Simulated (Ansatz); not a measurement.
The reference is MoTe2 (space group Fm-3m, No. 225; a = 6.639 Å; a hypothetical phase, not in the database extracts checked).

Structures relaxed with plane-wave PAW DFT at the r2SCAN level (Ansatz, a quantum-chemistry and plane-wave program, 500 eV), no spin-orbit coupling, earlier PAW set.

Base:

Simulated powder pattern, Cu Kα1, λ = 1.54056 Å (kinematic, ideal powder, no thermal factors, no anomalous dispersion; the 14 strongest lines at most, above 2 %, up to 2θ = 90°):

```tsv
2θ (°)	I/Imax (%)	hkl
23.18	21	(111)
26.83	24	(200)
38.31	100	(220)
45.26	10.0	(311)
47.39	6.7	(222)
55.30	17	(400)
60.76	4.0	(331)
62.51	8.8	(420)
69.27	34	(422)
74.15	3.0	(511)
82.04	11	(440)
86.69	3.0	(531)
88.23	4.4	(442)
```

Now apply this change: every Te is replaced by Cd; the structure is relaxed again.

Q: How do the reflections move or split?

A: 
Simulated powder pattern, Cu Kα1, λ = 1.54056 Å (kinematic, ideal powder, no thermal factors, no anomalous dispersion; the 14 strongest lines at most, above 2 %, up to 2θ = 90°):

| 2θ (°) | I/Imax (%) | hkl |
|---|---|---|
| 23.86 | 23 | (111) |
| 27.62 | 21 | (200) |
| 39.46 | 100 | (220) |
| 46.63 | 11 | (311) |
| 48.84 | 5.7 | (222) |
| 57.03 | 16 | (400) |
| 62.69 | 4.4 | (331) |
| 64.51 | 7.1 | (420) |
| 71.56 | 32 | (422) |
| 76.65 | 3.2 | (511) |
| 84.93 | 10 | (440) |
| 89.83 | 3.4 | (531) |

The indices refer to each structure's own conventional cell; one index is shown for lines that coincide.

No phonon test of stability was made. As relaxed here, Cd2Mo is a hypothetical phase, not in the database extracts checked. All final runs are without spin polarisation. Cd2Mo and MoTe2 have a high density of states at the Fermi level and may be magnetic at this level.
